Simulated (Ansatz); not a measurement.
The parent structure is MoS$_{2}$ in the fluorite structure (space group Fm-3m, No. 225; a = 5.946 Å; ferromagnetic; a hypothetical phase, not in the database extracts checked; relaxed with 0.1 eV smearing). Axes: x, y, z lie along the cube axes.

(Cell as relaxed with PBE.)

Levels (all Ansatz, an electronic-structure program, PAW): PBE (420 eV, spin-orbit coupling left out); PBEsol (420 eV, no spin-orbit coupling).

Each level relaxes its own structure.

```
base                      PBE    PBEsol
-------------------  --------  --------
volume per atom      17.52 Å³  16.64 Å³
lattice parameter a   5.946 Å   5.845 Å
band gap                 zero      zero
largest site moment   1.35 μB   1.08 μB
```

Now apply this change: tensor shear ε_yz = −1.61 % (engineering shear γ = -0.0322), atoms relaxed at fixed cell.

```csv
quantity,PBE,PBEsol
energy relative to the base (free energy F),+1.6 meV/atom,+1.1 meV/atom
largest site moment,1.34 μB,1.07 μB
largest internal atomic displacement,0.025 Å,0.030 Å
```

PBE's energy relative to the base lies 0.5 meV/atom above PBEsol's; PBE's largest site moment lies 0.27 μB above PBEsol's; PBE's largest internal atomic displacement lies 0.005 Å below PBEsol's. Neither level is exact; PBEsol is the comparison here, not a measurement.

The magnetic state is the one reached from the starting moments; the real material's order can differ, and small cells can't hold many antiferromagnetic ones. The cells carry an imposed strain or load. No phonon test of stability was made.
